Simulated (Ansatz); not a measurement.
**Quick settings and what they miss: a (100) slab of Sr(AlAu)2 (cut from a parent of space group no. 129; 20 atoms in the cell)**

Self-consistent single point.

```
Al2Au2Sr
1.0
    4.38056     0.00000     0.00000
    0.00000    10.28753     0.00000
    0.00000     0.00000    16.73170
Sr Al Au
4 8 8
Cartesian
  2.19028   2.56005   7.24391
  0.00000   7.72748   5.00000
  2.19028   2.56005  11.73170
  0.00000   7.72748   9.48779
  0.00000   5.14376   7.24391
  2.19028   5.14376   5.00000
  2.19028   9.00827   7.24391
  0.00000   1.27925   5.00000
  0.00000   5.14376  11.73170
  2.19028   5.14376   9.48779
  2.19028   9.00827  11.73170
  0.00000   1.27925   9.48779
  0.00000   0.00000   7.24391
  2.19028   0.00000   5.00000
  2.19028   6.46993   7.24391
  0.00000   3.81760   5.00000
  0.00000   0.00000  11.73170
  2.19028   0.00000   9.48779
  2.19028   6.46993  11.73170
  0.00000   3.81760   9.48779
```

Level of theory: LDA (PW92), PAW files made with PBE (plane waves; Ansatz, an electronic-structure program).

Base settings: basis.ecutwfc = 420 eV; kpoints.mp_grid.grid = 6 3 1; hamiltonian.xc = lda; hamiltonian.pseudopotentials = {kind: paw} (the program's default PAW files); scf.occupations.method = cold; scf.occupations.width = 0.272 eV; efield.axis = 3; efield.dipole_correction = true.

Tight run (finer mesh or higher cutoff; not a proven limit): basis.ecutwfc: 420 eV → 590 eV; kpoints.mp_grid.grid: 6 3 1 → 9 5 1; scf.convergence.dr2_threshold: default (1e-07 eV) → 1e-09 eV. It gave Fermi level (on the code's own zero) 4.66 eV; largest force (vector length) 0.424 eV/Å.

Quick runs, as changes from the base:
- A: the base itself
- B: basis.ecutwfc: 420 eV → 250 eV; kpoints.mp_grid.grid: 6 3 1 → 1 1 1
- C: basis.ecutwfc: 420 eV → 335 eV; kpoints.mp_grid.grid: 6 3 1 → 2 2 1; hamiltonian.xc: lda → pbesol; scf.occupations.method: cold → methfessel_paxton; scf.occupations.width: 0.272 eV → 0.2 eV; scf.convergence.dr2_threshold: default (1e-07 eV) → 0.001 eV [PBEsol]
- D: basis.ecutwfc: 420 eV → 250 eV; kpoints.mp_grid.grid: 6 3 1 → 3 3 1; scf.convergence.dr2_threshold: default (1e-07 eV) → 0.0001 eV
- E: kpoints.mp_grid.grid: 6 3 1 → 4 4 1; scf.occupations.width: 0.272 eV → 0.2 eV; scf.convergence.dr2_threshold: default (1e-07 eV) → 0.001 eV

Energies are extrapolated to zero smearing width, which holds to low order in the width alone.

Dashes: time of B, C, D, under 30 s; energy of C, another energy zero.

† marks runs with another functional, U, potentials or spin treatment: their distance from the tight run is not a convergence error alone.

The count of work is k-points × plane waves × bands × iterations; it is no time. Core times come from one kind of shared machine and are given to one figure; runs under 30 s give none.

The starting cell comes from a database of computed structures (which also holds hypothetical and non-ambient phases and stackings), without a prior relaxation at this level. The slab is cut from that crystal, and its faces are unrelaxed. Its lattice was rescaled in the plane by a random factor within 2.5 % of one.

```csv
run,energy less tight (meV/atom),largest miss in a force vector (eV/Å),count of work / tight,core time / tight (rough)
A,-1.4,0.046,0.25,0.3
B,807.8,1.724,0.016,–
C†,–,0.376,0.065,–
D,495.4,0.223,0.042,–
E,3.2,0.113,0.18,0.2
```

Among the runs at the tight run's level, the energy misses run from 1.4 to 807.8 meV/atom.

Left out of this page: 1 run of the series outside the window shown, repeating another row's setting, or not comparable.

Keys are those of Ansatz 0.2.
